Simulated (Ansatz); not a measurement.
Consider SnO (space group P4/nmm, No. 129; layered, stacked along the Cartesian z axis).

```
CELL_PARAMETERS angstrom
      3.83709     0.00000     0.00000
      0.00000     3.83709     0.00000
      0.00000     0.00000     4.75881
ATOMIC_POSITIONS crystal
  Sn 0.50000 0.00000 0.75657
  Sn 0.00000 0.50000 0.24343
  O  0.50000 0.50000 0.00000
  O  0.00000 0.00000 0.00000
```

Computed with PBE-D3(BJ) in Ansatz (plane waves to 420 eV, PAW, no spin-orbit coupling).

For the base:

| Quantity | Result |
|---|---|
| Volume per atom | 17.52 Å³ |
| c/a ratio | 1.240 |

Perturbation: cell and atoms relaxed at a pressure of 0.7 GPa.

What happens to the volume per atom and c/a ratio?

The volume per atom falls by 0.34 Å³ to 17.18 Å³; the c/a ratio shrinks by 0.014 (1.240 → 1.226).

Load acts through the strain it causes; cell and atoms are relaxed under it. No phonon test of stability was made. All final runs are without spin polarisation.

Ansatz is an electronic-structure program.
